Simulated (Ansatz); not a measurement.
```yaml
crystal:
  lattice:
    - [0.00000, 2.35395, 2.35395]
    - [2.35395, 0.00000, 2.35395]
    - [2.35395, 2.35395, 0.00000]
  atoms:
    - { symbol: Ca, position: [0.00000, 0.00000, 0.00000] }
    - { symbol: O, position: [0.50000, 0.50000, 0.50000] }
```

**Question.** List the harmonic phonon frequencies (cm⁻¹; finite displacements on a 8×8×8 mesh, Ansatz, a first-principles code, LDA functional, plane-wave PAW, k mesh 8×8×8) at q = (0.000, 0.125, 0.125), (0.000, 0.125, -0.500), (0.000, 0.000, 0.375), in fractions of this cell's reciprocal vectors. At Γ leave out the LO-TO shift.

**Answer.** 
- (0.000, 0.125, 0.125): 81, 81, 144, 296, 296, 550
- (0.000, 0.125, -0.500): 193, 207, 322, 330, 363, 475
- (0.000, 0.000, 0.375): 176, 176, 320, 320, 335, 512

The PAW data sets were generated under PBE and serve the other functionals too.
